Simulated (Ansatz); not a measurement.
**GaP: isotropic strain +4.13 %**

Consider GaP in the zinc blende structure (space group F-43m, No. 216; a = 5.5064 Å).

Perturbation: every lattice vector is stretched by 4.13 %, atoms relaxed at fixed cell.

The values are results of Ansatz (a quantum-chemistry and plane-wave program) PBE, without spin-orbit coupling, earlier PAW set, not measurements. Settings: 10×10×10 k-points, 0.05 eV Fermi–Dirac smearing.

The shortest interatomic distance rises by 0.0985 Å (2.384 Å → 2.483 Å) and the energy rises by 66 meV/atom. The pressure drops by 7.04 GPa, from 0.01 GPa to -7.03 GPa and the band gap shrinks by 0.953 eV, from 1.58 eV to 0.62 eV. The gap character remains direct at Γ and the width of the top valence band falls by 0.52 eV, from 3.27 eV to 2.75 eV. The electron mass changes from 0.10 mₑ (at Γ) to 0.045 mₑ (at Γ) and the valley order (the lowest conduction-band minima on the path, energy above the VBM, named in the base's zone) changes from Γ 1.58 eV; L along ⟨111⟩ 1.58 eV; a point along ⟨100⟩, about 1.0 Å⁻¹ from Γ 1.64 eV to Γ 0.62 eV; L along ⟨111⟩ 1.22 eV; a point along ⟨100⟩, about 1.0 Å⁻¹ from Γ 1.79 eV.

Final structure:

```
CELL_PARAMETERS angstrom
      0.00000     2.86693     2.86693
      2.86693     0.00000     2.86693
      2.86693     2.86693     0.00000
ATOMIC_POSITIONS crystal
  P  0.75000 0.75000 0.75000
  Ga 0.00000 0.00000 0.00000
```

Masses are band curvatures over ±0.01 Å⁻¹ around the edge. Whether these cells are dynamically stable was not tested. The real GaP has an indirect gap at ambient pressure; PBE orders its close-lying valleys differently.
